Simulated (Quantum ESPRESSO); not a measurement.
# Convergence test for TePt (P6_3/mmc, 4 atoms in the cell)

```
TePt
1.0
    4.17975     0.00000     0.00000
   -2.08988     3.61977     0.00000
    0.00000     0.00000     5.55136
Te Pt
2 2
Cartesian
  2.08988   1.20659   4.16352
  0.00000   2.41318   1.38784
  0.00000   0.00000   2.77568
  0.00000   0.00000   0.00000
```

Computed with LDA (PZ), GBRV 1.5 ultrasoft (LDA) pseudopotentials (plane waves; Quantum ESPRESSO).

The starting cell comes from a database of computed structures (which also holds hypothetical and non-ambient phases and stackings), without a prior relaxation at this level. Its lattice was rescaled by a random factor within 2.5 % of one. Spin polarisation is off.

Held fixed: occupations = smearing; smearing = cold; degauss = 0.0073499 Ry; potentials = {Te: te_lda_v1.uspp.F.UPF, Pt: pt_lda_v1.4.uspp.F.UPF}; K_POINTS = automatic 6 6 4 0 0 0; conv_thr = 1e-10 Ry; mixing_beta = 0.7. Moved along with it: ecutrho.

ΔF is the free energy per atom less that of the last row (80 Ry).

```json
[
 {"ecutwfc": "16 Ry", "ΔF (meV/atom)": "12546.6", "pressure (GPa)": "-341.20", "plane waves": "630", "iterations": "12"},
 {"ecutwfc": "20 Ry", "ΔF (meV/atom)": "2998.5", "pressure (GPa)": "-115.21", "plane waves": "879", "iterations": "12"},
 {"ecutwfc": "24 Ry", "ΔF (meV/atom)": "574.8", "pressure (GPa)": "-30.24", "plane waves": "1157", "iterations": "10"},
 {"ecutwfc": "28 Ry", "ΔF (meV/atom)": "85.4", "pressure (GPa)": "-4.20", "plane waves": "1458", "iterations": "11"},
 {"ecutwfc": "32 Ry", "ΔF (meV/atom)": "27.4", "pressure (GPa)": "1.12", "plane waves": "1761", "iterations": "11"},
 {"ecutwfc": "36 Ry", "ΔF (meV/atom)": "24.8", "pressure (GPa)": "1.26", "plane waves": "2091", "iterations": "11"},
 {"ecutwfc": "40 Ry", "ΔF (meV/atom)": "18.6", "pressure (GPa)": "1.04", "plane waves": "2442", "iterations": "11"},
 {"ecutwfc": "46 Ry", "ΔF (meV/atom)": "10.6", "pressure (GPa)": "1.23", "plane waves": "3017", "iterations": "11"},
 {"ecutwfc": "52 Ry", "ΔF (meV/atom)": "8.6", "pressure (GPa)": "1.35", "plane waves": "3624", "iterations": "11"},
 {"ecutwfc": "60 Ry", "ΔF (meV/atom)": "6.0", "pressure (GPa)": "1.24", "plane waves": "4465", "iterations": "11"},
 {"ecutwfc": "70 Ry", "ΔF (meV/atom)": "1.41", "pressure (GPa)": "1.29", "plane waves": "5643", "iterations": "11"},
 {"ecutwfc": "80 Ry", "ΔF (meV/atom)": "0.00", "pressure (GPa)": "1.37", "plane waves": "6881", "iterations": "11"}
]
```

Pressure within 0.1 GPa of the last row: from ecutwfc = 70 Ry on; the one before it is off by 0.14 GPa. Only the last setting checks this, so the series should go further.
